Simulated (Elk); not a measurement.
A self-consistent single point of MgPt7 (Fm-3m, 8 atoms in the cell) with Elk.

Method: PBEsol, all-electron FP-LAPW, Elk's shipped species files, LAPW+lo basis run with Elk.

The change in words: lattice scaled by 0.98. Reference geometry:
```yaml
crystal:
  lattice:
    - [0.00000, 3.93653, 3.93653]
    - [3.93653, 0.00000, 3.93653]
    - [3.93653, 3.93653, 0.00000]
  atoms:
    - { symbol: Mg, position: [0.00000, 0.00000, 0.00000] }
    - { symbol: Pt, position: [0.50000, 0.00000, 0.00000] }
    - { symbol: Pt, position: [0.50000, 0.00000, 0.50000] }
    - { symbol: Pt, position: [0.00000, 0.50000, 0.50000] }
    - { symbol: Pt, position: [0.00000, 0.50000, 0.00000] }
    - { symbol: Pt, position: [0.50000, 0.50000, 0.00000] }
    - { symbol: Pt, position: [0.00000, 0.00000, 0.50000] }
    - { symbol: Pt, position: [0.50000, 0.50000, 0.50000] }
```

Reference input (self-consistent single point, DFT, PBEsol, all-electron FP-LAPW, Elk's shipped species files, LAPW+lo basis): xctype = 22; rgkmax = 7.5; stype = 0; swidth = 0.00999582 Ha; ngridk = 6 6 6; gmaxvr = 16 1/bohr; nxoapwlo = 1; rmtscf = 0.88. This run's input differs from it in these lines:

```diff
@@ -25,5 +25,5 @@
 avec
-    0.0000000000    7.4389541327    7.4389541327
-    7.4389541327    0.0000000000    7.4389541327
-    7.4389541327    7.4389541327    0.0000000000
+    0.0000000000    7.2901741052    7.2901741052
+    7.2901741052    0.0000000000    7.2901741052
+    7.2901741052    7.2901741052    0.0000000000
```

Log, with long lists cut:

```
│ Self-consistent loop started │
│ Loop number : 1 │
 total energy                :     -129247.085409
│ Loop number : 2 │
 total energy                :     -129250.551749
RMS change in Kohn-Sham potential (target) :   0.3860018091     (  0.1000000000E-05)
Absolute change in total energy (target)   :    3.466340000     (  0.1000000000E-03)
│ Loop number : 3 │
 total energy                :     -129252.411543
RMS change in Kohn-Sham potential (target) :   0.3790710601     (  0.1000000000E-05)
Absolute change in total energy (target)   :    2.726378241     (  0.1000000000E-03)
│ Loop number : 4 │
   [... lines left out ...]
Absolute change in total energy (target)   :   0.2173910470E-02 (  0.1000000000E-03)
│ Loop number : 14 │
 total energy                :     -129291.364457
RMS change in Kohn-Sham potential (target) :   0.3673138166E-05 (  0.1000000000E-05)
Absolute change in total energy (target)   :   0.6664257089E-03 (  0.1000000000E-03)
│ Loop number : 15 │
 total energy                :     -129291.364666
RMS change in Kohn-Sham potential (target) :   0.2582487423E-06 (  0.1000000000E-05)
Absolute change in total energy (target)   :   0.4225989687E-04 (  0.1000000000E-03)
Convergence targets achieved

│ Loop number : 16 │

Energies :
 Fermi                       :     0.463368936602
 total energy                :     -129291.364643

Density of states at Fermi energy :    248.3944945
 (states/Hartree/unit cell)

Estimated indirect band gap :   0.7396745595E-03
 from k-point     16 to k-point     14
Estimated direct band gap   :   0.4606089742E-02
 at k-point      1

Charges :
 core                        :    338.0000000
 valence                     :    220.0000000
 interstitial                :    12.26079607
 muffin-tins (core leakage)
  species :    1 (Mg)
   atom    1                 :    10.33646759     (   0.000000000    )
  species :    2 (Pt)
   atom    1                 :    76.49072310     (  0.9136099418E-03)
   atom    2                 :    76.49072310     (  0.9136099418E-03)
   [... lines left out ...]
   atom    5                 :    76.49072310     (  0.9136099418E-03)
   atom    6                 :    76.49072310     (  0.9136099418E-03)
   atom    7                 :    76.45839776     (  0.9067405308E-03)
 total in muffin-tins        :    545.7392039
 total calculated charge     :    557.9626777
 total charge                :    558.0000000
 error                       :   0.3732225446E-01

│ Self-consistent loop stopped │
```

The run converged in 16 iterations. The count includes the last loop, which Elk runs after its targets are met. Against the reference run the total energy rises by 9.8 meV/atom.

The starting cell comes from a database of computed structures (which also holds hypothetical and non-ambient phases and stackings), without a prior relaxation at this level. For this run, on top of that: lattice scaled by 0.98. Spin-orbit coupling is off. Spin polarisation is off. Values depend on the basis (sphere radii, cutoffs, local orbitals), which need not be converged. The log's line on a gap gives a spacing of levels on this mesh, which the program prints for metals too.

Cost on one core of a shared machine: roughly 3 min.
